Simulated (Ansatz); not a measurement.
Start from Mo in the bcc (W type) structure (space group Im-3m, No. 229; a = 3.1296 Å). Axes: x, y, z lie along the cube axes.

Structures relaxed with PBEsol (Ansatz, a first-principles code; PAW; 420 eV plane waves; no spin-orbit coupling).

Base:

Simulated powder pattern, Mo Kα, λ = 0.71073 Å (kinematic, ideal powder, no thermal factors, no anomalous dispersion; the 8 strongest lines at most, above 2 %, up to 2θ = 40°):

| 2θ (°) | I/Imax (%) | hkl |
|---|---|---|
| 18.48 | 100 | (110) |
| 26.25 | 18 | (200) |
| 32.30 | 38 | (211) |
| 37.47 | 12 | (220) |

After one change:

Simulated powder pattern, Mo Kα, λ = 0.71073 Å (kinematic, ideal powder, no thermal factors, no anomalous dispersion; the 8 strongest lines at most, above 2 %, up to 2θ = 40°):

```
2θ (°)  I/Imax (%)
------  ----------
18.55          100
19.00           47
25.71          9.7
26.99           17
32.16           19
32.96           36
37.62           12
38.54          5.4
```

Problem. Which of these changes matches the shifts?
A. biaxial strain −2.69 %, plane normal [001], relaxed out of plane
B. tensor shear ε_xz = −0.74 %
C. biaxial strain −3.94 %, plane normal [001], relaxed out of plane
D. isotropic strain +3.31 %

Solution. A, biaxial strain −2.69 %, plane normal [001], relaxed out of plane. Its volume per atom is 14.81 Å³ against 15.33 Å³, and its space group is I4/mmm (No. 139).

Stability against distortions was not tested. All final runs are without spin polarisation.
